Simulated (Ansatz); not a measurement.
The reference is BeSe in the zinc blende structure (space group F-43m, No. 216; a = 5.129 Å). Axes: x, y, z lie along the cube axes.

Method: PBEsol, PAW, 420 eV (Ansatz, a quantum-chemistry and plane-wave program; no spin-orbit coupling).

Strains are applied to the cell and any free atomic positions relax; under biaxial strain the out-of-plane vector relaxes too.

One change was made to it. Results:

| quantity | base | after |
|---|---|---|
| smallest direct gap | 4.28 eV | 4.01 eV |
| energy relative to the base (free energy F) | 0 meV/atom | +6.0 meV/atom |

Question: Name the change that was made.
A. uniaxial strain ε_xx = +1.34 %
B. biaxial strain −0.65 %, plane normal [001], relaxed out of plane
C. isotropic strain −1.23 %
D. biaxial strain −1.41 %, plane normal [001], relaxed out of plane
E. isotropic strain +1.28 %

Answer: E, isotropic strain +1.28 %. For comparison, the smallest direct gap in the other runs: uniaxial strain ε_xx = +1.34 % gives 4.16 eV; biaxial strain −1.41 %, plane normal [001], relaxed out of plane gives 4.36 eV; biaxial strain −0.65 %, plane normal [001], relaxed out of plane gives 4.32 eV; isotropic strain −1.23 % gives 4.56 eV.

Whether these cells are dynamically stable was not tested.
